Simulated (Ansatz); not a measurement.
The starting structures come from a database of crystals and need not be the phases stable at ambient conditions.

Evanescent states of NaAlSe2 (I4/mcm, not sure to be the ambient phase, 8 atoms a cell, 23.0 Å³ an atom) along the normal of (001)

Calculation: PBEsol (plane waves, PAW; Ansatz, an electronic-structure program).

The gap is the functional's own, uncorrected, and κ follows it; spin-orbit coupling is left out. Mid-gap values are interpolated between the computed energies.

Energies count from the valence-band top; κ is the least over a 4×4 mesh across the current.

```csv
E (eV),κ (1/Å),where
0.06,0.130,Γ
0.17,0.138,Γ
0.28,0.145,Γ
0.39,0.151,Γ
0.49,0.155,Γ
0.60,0.158,Γ
0.71,0.160,Γ
0.82,0.161,Γ
0.94,0.161,Γ
1.04,0.160,Γ
1.16,0.158,Γ
1.26,0.154,Γ
1.38,0.150,Γ
1.49,0.143,Γ
1.59,0.135,Γ
1.71,0.125,Γ
1.81,0.112,Γ
1.93,0.094,Γ
2.04,0.069,Γ
```

Q: How thick must the barrier be to attenuate the transmission by 10^8 when the electrodes' Fermi level lies at 1.26 eV, and what attenuation does that film give at 0.06 eV?

A: d = 8 ln 10 / (2 × 0.154) = 59.8 Å. At 0.06 eV it gives 8 × 0.130/0.154 = 6.8 decades.
